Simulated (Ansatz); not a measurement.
## A computed series for BP: response to strain

The reference is BP in the zinc blende structure (space group F-43m, No. 216; a = 4.520 Å). Axes: x, y, z lie along the cube axes.

Strains are applied to the cell and any free atomic positions relax; under biaxial strain the out-of-plane vector relaxes too.

Computed with Kohn–Sham DFT with the PBEsol functional, run in Ansatz (a quantum-chemistry and plane-wave program) with PAW and 420 eV plane waves, spin-orbit coupling left out.

```json
[
 {"biaxial strain, plane normal [001], relaxed out of plane (%)": "0", "out-of-plane strain (%)": "0.00"},
 {"biaxial strain, plane normal [001], relaxed out of plane (%)": "0.5", "out-of-plane strain (%)": "-0.24"},
 {"biaxial strain, plane normal [001], relaxed out of plane (%)": "1", "out-of-plane strain (%)": "-0.47"},
 {"biaxial strain, plane normal [001], relaxed out of plane (%)": "1.5", "out-of-plane strain (%)": "-0.70"},
 {"biaxial strain, plane normal [001], relaxed out of plane (%)": "2", "out-of-plane strain (%)": "?"},
 {"biaxial strain, plane normal [001], relaxed out of plane (%)": "2.5", "out-of-plane strain (%)": "-1.18"},
 {"biaxial strain, plane normal [001], relaxed out of plane (%)": "3", "out-of-plane strain (%)": "-1.41"}
]
```

Task: Fit ε⊥ = −νε + γε² (strains in %) to the rows shown and predict the withheld row.

Result: Least squares on the printed values gives ν = 0.47 (the biaxial Poisson response) and γ = 0.000 (largest residual 0.01 %); this predicts -0.94 %, and the run gives -0.94 %, in agreement.

Stability against distortions was not tested.
